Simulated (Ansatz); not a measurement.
**BeTe: 2 layers**

Consider BeTe in the zinc blende structure (space group F-43m, No. 216; a = 5.6046 Å). Axes: x, y, z lie along the cube axes.

One thing is altered: a free-standing slab of 2 layers (4 atoms, 2 a layer) is cut normal to [110], with 15 Å of vacuum and the in-plane cell held at bulk.

Calculations: Ansatz (a program for electronic structure), PBEsol, PAW, cutoff 420 eV, spin-orbit coupling left out. k-mesh 8×6×1 (Γ-centred); smearing 0.05 eV (Fermi–Dirac), for the changed cell.

```csv
quantity,base,changed,shift
layer's space group (with vacuum),–,Pmn2_1 (No. 31),–
shortest interatomic distance,2.427 Å,2.341 Å,-0.086 Å
band gap,1.84 eV,2.49 eV,+0.65 eV
gap character,–,"indirect, Γ → Γ–X (90 % along)",–
smallest direct gap,3.61 eV,3.01 eV,-0.60 eV
"valence-band top at Γ (three highest levels, from the VBM)","0.00, 0.00, 0.00 eV","0.00, -0.89, -1.48 eV",–
excess energy per area of both faces (slab less bulk energy over the cell's area: twice a surface energy),–,0.86 J/m²,–
thickness between the outermost nuclei,–,2.33 Å,–
```

Cost of the whole job for the changed cell (relaxation, final SCF and bands): about 60 core-seconds (a rough figure).

The excess energy carries the mismatch between the slab's and the bulk's meshes. With Te present, leaving out spin-orbit coupling can change the band edges. Stability against distortions was not tested. k-point labels follow each cell's own Brillouin zone.
